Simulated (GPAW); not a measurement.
**Worked example: self-consistent single point of TlCl (Fm-3m, 2 atoms in the cell) in GPAW**

Computed with LDA (Perdew-Wang 92), GPAW PAW datasets LDA (gpaw-data 1.0.1) (plane waves; GPAW 25.7.0).

Input as run:

```python
from ase import Atoms
from ase.units import GPa
from gpaw import GPAW

atoms = Atoms(['Tl', 'Cl'],
              cell=[[0.000000, 3.219550, 3.219550],
                    [3.219550, 0.000000, 3.219550],
                    [3.219550, 3.219550, 0.000000]],
              scaled_positions=[[0.000000, 0.000000, 0.000000],
                                [0.500000, 0.500000, 0.500000]],
              pbc=True)

calc = GPAW(mode={'name': 'pw', 'ecut': 550},
            xc='LDA',
            kpts=(5, 5, 5),
            occupations={'name': 'fermi-dirac', 'width': 0.01},
            nbands=-4,
            convergence={'forces': 0.001, 'bands': -2},
            symmetry={'symmorphic': False, 'tolerance': 0.0005},
            maxiter=120)

atoms.calc = calc

energy = atoms.get_potential_energy()
print('Energy (eV):', round(energy, 6))
forces = atoms.get_forces()
print('Forces (eV/Ang):')
print(forces.round(5))
stress = atoms.get_stress()
print('Stress (GPa, Voigt):', (stress / GPa).round(4))
```

Log, with long lists cut:

```
Input parameters:
  convergence: {bands: -2,
                forces: 0.001}
  kpts: [5 5 5]
  maxiter: 120
  mode: {ecut: 550,
         name: pw}
  nbands: -4
  occupations: {name: fermi-dirac,
                width: 0.01}
  symmetry: {symmorphic: False,
             tolerance: 0.0005}

species:
  Tl:
    name: Thallium
    Z: 81.0
    valence: 13
    core: 68
    charge: 0.0
    file: Tl.LDA.gz

    # Using partial waves for Tl as LCAO basis

  Cl:
    name: Chlorine
    Z: 17.0
    valence: 7
    core: 10
    charge: 0.0
    file: Cl.LDA.gz

    # Using partial waves for Cl as LCAO basis

Reference energy: -562266.967151  # eV

Spin-paired calculation

Convergence criteria:
 Maximum [total energy] change in last 3 cyles: 0.0005 eV / valence electron
 Maximum integral of absolute [dens]ity change: 0.0001 electrons / valence electron
 Maximum integral of absolute [eigenst]ate change: 4e-08 eV^2 / valence electron
 Maximum change in the atomic [forces] across last 2 cycles: 0.001 eV/Ang OR
Maximum error relative to the maximum force is below inf
 Maximum number of scf [iter]ations: 120

Symmetries present (total): 48
Symmetries with fractional translations: 0
125 k-points: 5 x 5 x 5 Monkhorst-Pack grid
10 k-points in the irreducible part of the Brillouin zone
       k-points in crystal coordinates                weights
   0:     0.00000000    0.00000000    0.00000000          1/125
   1:     0.20000000    0.20000000    0.00000000          6/125
   2:     0.20000000    0.20000000    0.20000000          8/125
   [... 7 lines left out ...]

Wave functions: Plane wave expansion
  Cutoff energy: 550.000 eV
  Number of coefficients (min, max): 1917, 1980
  Pulay-stress correction: 0.000000 eV/Ang^3 (de/decut=0.000000)

Occupation numbers: Fermi-Dirac:
  width: 0.0100  # eV

Eigensolver

Densities:
  Coarse grid: 25*25*25 grid
  Fine grid: 50*50*50 grid
  Total Charge: 0.000000

Density mixing:
  Method: separate
  Backend: pulay
  Linear mixing parameter: 0.05
  old densities: 5
  Damping of long wavelength oscillations: 50

Hamiltonian:
  XC and Coulomb potentials evaluated on a 50*50*50 grid
  External potential:
    NoExternalPotential

Number of atoms: 2
Number of atomic orbitals: 13
Number of bands in calculation: 14
Number of valence electrons: 20
Bands to converge: 12

Density initialized from atomic densities
  13 bands from LCAO basis set
  1 band from random numbers

Atomic positions and initial magnetic moments

Positions:
   0 Tl     0.000000    0.000000    0.000000    ( 0.0000,  0.0000,  0.0000)
   1 Cl     3.219550    3.219550    3.219550    ( 0.0000,  0.0000,  0.0000)

Unit cell:
           periodic     x           y           z      points  spacing
  1. axis:    yes    0.000000    3.219550    3.219550    25     0.1487
  2. axis:    yes    3.219550    0.000000    3.219550    25     0.1487
  3. axis:    yes    3.219550    3.219550    0.000000    25     0.1487

  Lengths:   4.553131   4.553131   4.553131
  Angles:   60.000000  60.000000  60.000000

Effective grid spacing dv^(1/3) = 0.1623

     iter     time        total  log10-change:
                         energy   eigst   dens  force
iter:   1 --:--:--    -7.452114   -0.09
iter:   2 --:--:--    -7.389473   -0.98  -1.32
iter:   3 --:--:--    -7.184739   -1.61  -1.36
iter:   4 --:--:--    -7.169246   -2.10  -1.63
iter:   5 --:--:--    -7.161281   -3.19  -1.79
iter:   6 --:--:--    -7.161439c  -3.48  -2.43
iter:   7 --:--:--    -7.160825c  -4.05  -2.55
iter:   8 --:--:--    -7.160838c  -5.11  -2.69
iter:   9 --:--:--    -7.160828c  -5.98  -3.72
iter:  10 --:--:--    -7.160828c  -7.54c -3.83
iter:  11 --:--:--    -7.160832c  -6.61  -3.92
iter:  12 --:--:--    -7.160828c  -5.77  -3.81
iter:  13 --:--:--    -7.160828c  -7.02  -4.53c
iter:  14 --:--:--    -7.160828c  -8.43c -4.52c
iter:  15 --:--:--    -7.160827c  -7.19  -4.56c
iter:  16 --:--:--    -7.160827c  -8.67c -4.70c -22.77c

Converged after 16 iterations.

Dipole moment: (0.000000, 0.000000, 0.000000) |e|*Ang

Energy contributions relative to reference atoms: (reference = -562266.967151)

Kinetic:         +7.005754
Potential:       -8.448516
External:        +0.000000
XC:              -5.783068
Entropy (-ST):   -0.000000
Local:           +0.065002
SIC:             +0.000000
--------------------------
Free energy:     -7.160827
Extrapolated:    -7.160827

Showing only first 2 kpts
 Kpt  Band  Eigenvalues  Occupancy
  0     8     -0.08038    2.00000
  0     9     -0.08038    2.00000
  0    10      8.43999    0.00000
  0    11      8.43999    0.00000

  1     8     -0.23460    2.00000
  1     9      0.69460    2.00000
  1    10      5.82282    0.00000
  1    11      7.81897    0.00000

Fermi level: 2.62646

Gap: 2.715 eV
Transition (v -> c):
  (s=0, k=9, n=9, [0.40, 0.40, 0.40]) -> (s=0, k=9, n=10, [0.40, 0.40, 0.40])
No difference between direct/indirect transitions
Energy (eV): -7.160827

Forces in eV/Ang:
  0 Tl    0.00000   -0.00000    0.00000
  1 Cl    0.00000    0.00000    0.00000

Stress tensor:
     0.017185     0.000000    -0.000000
     0.000000     0.017185    -0.000000
    -0.000000    -0.000000     0.017185
Stress (GPa, Voigt): [ 2.7533  2.7533  2.7533 -0.     -0.      0.    ]
```

The run converged in 16 iterations. GPAW prints stress with tension positive.

The starting cell comes from a database of computed structures (which also holds hypothetical and non-ambient phases and stackings), without a prior relaxation at this level. Spin-orbit coupling is off. Another mesh or the band path of this cell gives a smaller gap, so this value is not converged in the mesh.
